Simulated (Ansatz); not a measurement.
## BeS, response to strain

Start from BeS in the zinc blende structure (space group F-43m, No. 216).

```cif
data_Be4S4
_chemical_formula_sum 'Be4 S4'
_space_group_name_H-M_alt 'F-43m'
_space_group_IT_number 216
_space_group_name_Hall 'F -4 2 3'
_cell_length_a 4.86862
_cell_length_b 4.86862
_cell_length_c 4.86862
_cell_angle_alpha 90.000
_cell_angle_beta 90.000
_cell_angle_gamma 90.000
loop_
_atom_site_label
_atom_site_type_symbol
_atom_site_symmetry_multiplicity
_atom_site_Wyckoff_symbol
_atom_site_fract_x
_atom_site_fract_y
_atom_site_fract_z
_atom_site_occupancy
Be1 Be 4 a 0.00000 0.00000 0.00000 1
S1 S 4 d 0.75000 0.75000 0.75000 1
```
(The calculation used a cell of 2 atoms; values per cell refer to that cell.)

Strains are applied to the cell and any free atomic positions relax.

All numbers come from DFT with r2SCAN, PAW potentials and a 500 eV plane-wave cutoff in Ansatz (a program for electronic structure), no spin-orbit coupling.

```
isotropic strain (%)  band gap (eV)
--------------------  -------------
-3                             3.37
-2.5                           3.41
-2                             3.45
-1.5                           3.48
-1                             3.52
-0.5                              ?
0                              3.59
```

Problem. Fit E_g = E₀ + Dε (ε in %) to the rows shown and predict the withheld row.

Solution. Least squares on the printed values gives E₀ = 3.59 eV, D = 72.9 meV per % of strain (largest residual 0.00 eV); this predicts 3.56 eV, and the run gives 3.56 eV, in agreement.

No phonon test of stability was made.
